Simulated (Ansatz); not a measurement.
AlB2-type TiB₂ was calculated with HSE06 in Ansatz (plane waves, PAW).

Numerical settings: plane-wave cutoff 460 eV, 12×12×8 k mesh (along the axes of the cell as run), Fermi–Dirac smearing 0.05 eV, no spin polarisation, scalar-relativistic PAW data made under PBE.

Computed at the level's own relaxed cell.

Task: What does this level give for the equilibrium lattice constant a and lattice parameter c?

Result: 
- equilibrium lattice constant a: 3.013 Å
- lattice parameter c: 3.202 Å

Measured, for comparison: lattice constant a 3.029 Å, lattice parameter c 3.229 Å (293 K, no zero-point or thermal correction; as tabulated in R. G. Munro, J. Res. NIST 105, 709 (2000), Material Properties of Titanium …). Computed (rounded) less measured: lattice constant a -0.5 %, lattice parameter c -0.8 %. A static lattice is as a rule a little smaller and stiffer than an uncorrected measurement, which narrows the difference in the lattice constant a, lattice parameter c and would widen misses of the other sign.

Note: the run has no spin polarisation, so it can have missed a magnetic state.

The result took about 26 core-minutes (a rough figure).

Ansatz is a first-principles code.
